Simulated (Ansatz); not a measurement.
Mg2TiO4 (P4₁22, No. 91, 28 atoms in the cell; start mp-757031), treated with PBEsol in Ansatz (PAW).

Settings: plane-wave cutoff 520 eV, 6×6×4 k mesh (along the axes of the cell as run), Fermi–Dirac smearing 0.01 eV, no spin polarisation, scalar-relativistic PAW data made under PBE.

Cell (relaxed with PBEsol):

```
Mg2TiO4
1.0
    5.98043     0.00000     0.00000
    0.00000     5.98043     0.00000
    0.00000     0.00000     8.38914
Mg Ti O
8 4 16
Direct
  0.00000   0.24965   0.00000
  0.75035   0.00000   0.25000
  0.00000   0.75035   0.50000
  0.24965   0.00000   0.75000
  0.25182   0.25182   0.37500
  0.74818   0.25182   0.62500
  0.74818   0.74818   0.87500
  0.25182   0.74818   0.12500
  0.23765   0.50000   0.75000
  0.50000   0.23765   0.00000
  0.76235   0.50000   0.25000
  0.50000   0.76235   0.50000
  0.02767   0.26316   0.75177
  0.73684   0.02767   0.00177
  0.97233   0.73684   0.25177
  0.26316   0.97233   0.50177
  0.02767   0.73684   0.74823
  0.73684   0.97233   0.49823
  0.97233   0.26316   0.24823
  0.26316   0.02767   0.99823
  0.26170   0.48339   0.98308
  0.51661   0.26170   0.23308
  0.73830   0.51661   0.48308
  0.48339   0.73830   0.73308
  0.26170   0.51661   0.51692
  0.51661   0.73830   0.26692
  0.73830   0.48339   0.01692
  0.48339   0.26170   0.76692
```

Task: Estimate the band gap that the calculation returns.

Result: 
band gap: 3.53 eV (direct)

Computed values are for the static lattice.

It cost around 8 core-minutes (rough) of CPU time.

A start named mp-… is a Materials Project structure, which need not be a measured phase.

Ansatz is an electronic-structure program.
